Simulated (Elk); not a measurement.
Band structure of HfPd (Pm-3m, 2 atoms in the cell).

```
HfPd
1.0
    3.30558     0.00000     0.00000
    0.00000     3.30558     0.00000
    0.00000     0.00000     3.30558
Hf Pd
1 1
Direct
  0.00000   0.00000   0.00000
  0.50000   0.50000   0.50000
```

Level of theory: Elk with PBEsol, all-electron FP-LAPW, Elk's shipped species files, default APW+lo basis.

Settings: xctype = 22; stype = 0; swidth = 0.00734986 Ha; ngridk = 10 10 10; maxscl = 100.

The starting cell comes from a database of computed structures (which also holds hypothetical and non-ambient phases and stackings), without a prior relaxation at this level. Spin-orbit coupling is off. Spin polarisation is off. Values depend on the basis (sphere radii, cutoffs, local orbitals), which need not be converged.

Levels in eV from the Fermi level, bands 19 to 26:
```
point     19     20     21     22     23    24    25    26
-----  -----  -----  -----  -----  -----  ----  ----  ----
Γ      -3.34  -3.34  -3.34   0.70   0.70  4.47  4.47  4.47
X      -3.47  -3.47  -2.97  -1.06  -0.99  1.03  1.03  3.69
M      -4.25  -2.28  -1.21   0.38   0.38  1.28  3.89  3.89
R      -2.22  -2.22  -2.22  -2.20  -2.20  4.73  5.54  5.54
```

Bands cross the Fermi level along this path, so the cell is metallic at this level.
